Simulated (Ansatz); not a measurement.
## Effect of biaxial strain +0.83 %, plane normal [111], relaxed out of plane on HfN

Take HfN in the rock salt structure (space group Fm-3m, No. 225; a = 4.502 Å; relaxed with 0.1 eV smearing) as the base. Axes: x, y, z lie along the cube axes.

The change: biaxial strain +0.83 %, plane normal [111], relaxed out of plane (Cartesian); in-plane vectors clamped, the third vector and the atoms free.

Method: PBEsol in Ansatz (plane waves to 420 eV, PAW, without spin-orbit coupling). Γ-centred 22×22×22 mesh, Fermi–Dirac width 0.1 eV.

Volume per atom: 11.51 Å³ (base 11.40 Å³)
Space group: R-3m (No. 166) (base Fm-3m (No. 225))
Shortest interatomic distance: 2.258 Å (base 2.251 Å)
Energy relative to the base (free energy F): +2.3 meV/atom
Pressure (mean of the normal stresses, compression positive): -2.6 GPa (base 0.0 GPa)
Band gap: zero (base zero)
Out-of-plane strain: -0.72 %
Ratio −ε⊥/ε∥: 0.87
Mean in-plane stress (compression positive): -3.9 GPa

Whether these cells are dynamically stable was not tested. The final runs are not spin-polarised. An odd electron count without spin: HfN.

Ansatz is a first-principles code.
